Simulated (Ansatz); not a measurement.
GePbS₃ (P2₁/c, No. 14; cell taken from a computed entry), treated with r²SCAN (PAW; Ansatz, a quantum-chemistry and plane-wave program).

Run with plane-wave cutoff 560 eV, 6×4×6 k mesh (along the axes of the cell as run), Fermi–Dirac smearing 0.01 eV, scalar-relativistic PAW data made under PBE.

Cell (relaxed with PBEsol):

```
PbGeS3
1.0
    7.21365     0.00000    -0.00654
    0.00000    10.31858     0.00000
   -1.79136     0.00000     6.58924
Ge Pb S
4 4 12
Cartesian
  0.38172   2.10913   3.35142
  5.04057   8.20945   3.23128
  4.14489   7.26842   6.52590
  1.27740   3.05016   0.05680
  2.21375   9.45075   1.45785
  3.20854   0.86783   5.12485
  4.10422   4.29146   1.83023
  1.31807   6.02712   4.75246
  0.89057   0.03418   3.87540
  4.53172  10.28440   2.70730
  3.63604   5.19347   6.00192
  1.78625   5.12511   0.58078
  2.13896   3.32922   3.86872
  3.28333   6.98936   2.71398
  2.38765   8.48852   6.00860
  3.03464   1.83007   0.57410
  6.74064   2.24811   1.24412
 -1.31835   8.07047   5.33858
 -0.42267   7.40740   2.04396
  5.84496   2.91118   4.53874
```

Q: Estimate the band gap, smallest direct gap on the k points sampled and direct gap at Γ that the calculation returns.

A: 
- band gap = 2.06 eV
- smallest direct gap on the k points sampled = 2.20 eV
- direct gap at Γ = 2.24 eV

Note: cell and atoms aren't relaxed at this level (largest force component 0.23 eV/Å, pressure 1.0 GPa).

Spin–orbit coupling is not included; with these elements it can move the gap by several tenths of an eV or more.
